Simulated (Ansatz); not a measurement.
A relaxation of the atoms of Na2H4Pd (I4mm, 7 atoms in the cell) with Ansatz (a quantum-chemistry and plane-wave program).

Computed with LDA (PW92), default PAW files made with PBE (plane waves; Ansatz).

The change in words: one atom moved by 0.15 angstrom; relax: default → atoms; relax.f_tol: default → 0.2 eV/Å. Reference geometry:
```xyz
7
Lattice="-2.6501 2.6501 3.2594 2.6501 -2.6501 3.2594 2.6501 2.6501 -3.2594" Properties=species:S:1:pos:R:3 pbc="T T T"
Na     0.0000     2.6501     1.6297
Na     2.6501     0.0000     1.6297
H      1.1670     1.1670     0.0000
H      1.4831     1.4831     3.2594
H      1.4831    -1.4831     3.2594
H     -1.4831     1.4831     3.2594
Pd     0.0000     0.0000     0.0000
```

Reference input (self-consistent single point, DFT, LDA (PW92), plane waves, default PAW files made with PBE): basis.ecutwfc = 420 eV; kpoints.mp_grid.grid = 7 7 7; hamiltonian.xc = lda; hamiltonian.pseudopotentials = {kind: paw} (the program's default PAW files); scf.occupations.method = fixed. This run's input differs from it in these lines:

Ansatz 0.2 input:
```diff
@@ -13,3 +13,3 @@
     - { symbol: H, position: [0.779820, 0.220180, 0.000000] }
-    - { symbol: Pd, position: [0.000000, 0.000000, 0.000000] }
+    - { symbol: Pd, position: [0.023010, 0.023010, 0.000000] }
 basis:
@@ -23,2 +23,4 @@
   occupations: { method: fixed }
+relax:
+  f_tol: 0.2
 output:
```

Output, abridged:

```
   [... SCF lines of the steps left out ...]
relax step   1: F+E_penalty+E_count = -9842.06527002 eV  Δ(F+E_penalty+E_count) = +0.000e0 eV  max|allowed force component| = 1.136e0 eV/Å  Δτ_max = 0.0000 Å  (6 SCF iters, dr2 threshold 1.00e-4 eV, accepted)
relax step   2: F+E_penalty+E_count = -9842.13820942 eV  Δ(F+E_penalty+E_count) = -7.294e-2 eV  max|allowed force component| = 4.481e-1 eV/Å  Δτ_max = 0.1766 Å  (6 SCF iters, dr2 threshold 8.06e-5 eV, accepted)
relax step   3: F+E_penalty+E_count = -9842.15414625 eV  Δ(F+E_penalty+E_count) = -1.594e-2 eV  max|allowed force component| = 5.156e-2 eV/Å  Δτ_max = 0.0475 Å  (8 SCF iters, accepted)
the relaxation is at rest under the 8 symmetry operations that the run kept from its start: a minimum is not shown …
Free energy (F): -9842.154146 eV
Internal energy: -9842.154146 eV  (E = F + TS)
E sigma→0 (E₀):  -9842.154146 eV
Fermi energy:    2.257830 eV
--- Forces (eV/Å), atoms counted from 1 ---
  atom   1  Na     0.00000000     0.00000000     0.00011598
  atom   2  Na    -0.00000000     0.00000000     0.00011598
  atom   3  H      0.05155508     0.05155508    -0.00134312
  atom   4  H     -0.05155508    -0.05155508    -0.00134312
  atom   5  H     -0.05155508     0.05155508    -0.00134312
  atom   6  H      0.05155508    -0.05155508    -0.00134312
   [... lines left out ...]
    - { symbol: H, position: [0.22105969408543355, 0.22105969408543355, 0.4354812183256534] }
    - { symbol: H, position: [0.78557847575978, 0.78557847575978, 0.5645187816743467] }
    - { symbol: H, position: [0.22105969408543352, 0.7855784757597801, 0.0] }
    - { symbol: H, position: [0.7855784757597801, 0.22105969408543352, 0.0] }
    - { symbol: Pd, position: [0.0032026757363327594, 0.0032026757363327594, 2.3377963962504302e-20] }
```

The run converged. 

Summary of the result:
* **Free energy E − TS (on the zero of these files)**: -9842.1541 eV
* **Top of the valence band (on the code's own zero)**: 2.26 eV
* **Gap on the k-point mesh**: 2.25 eV
* **Pressure**: -1.53 GPa
* **Largest force (vector length)**: 0.073 eV/Å
* **Relaxation steps**: 3

The starting cell comes from a database of computed structures (which also holds hypothetical and non-ambient phases and stackings), without a prior relaxation at this level. Its lattice was rescaled by up to half a per cent. For this run, on top of that: one atom moved by 0.15 angstrom. The relaxation keeps the symmetry of its start, so its end need not be a minimum. Ansatz's pressure includes its estimate of the finite-basis (Pulay) stress.

Cost on one core of a shared machine: roughly 40 s.
